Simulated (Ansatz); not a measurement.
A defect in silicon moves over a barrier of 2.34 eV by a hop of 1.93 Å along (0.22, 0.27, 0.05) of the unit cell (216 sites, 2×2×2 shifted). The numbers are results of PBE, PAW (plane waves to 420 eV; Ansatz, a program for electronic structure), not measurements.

Barriers are those of the lowest checked hop between equivalent sites, from the lowest site run (climbing-image NEB, static, fixed cells, no finite-size terms; on the finer meshes named, energies are single points at the band's geometries). One hop need not carry long-range diffusion, and untried routes could be lower. Saddle orders were checked for a part of the study's bands only and are not shown. Charge states are imposed. Spin-orbit coupling is left out.

Problem. Which of these computed defects is it?
A. interstitial Al, charge +1
B. interstitial Au, charge +1
C. interstitial Li, charge +1
D. interstitial O, charge 0

Solution. D, interstitial O, charge 0. The others have 0.078 eV (interstitial Au, charge +1), 1.27 eV (interstitial Al, charge +1), 0.59 eV (interstitial Li, charge +1).
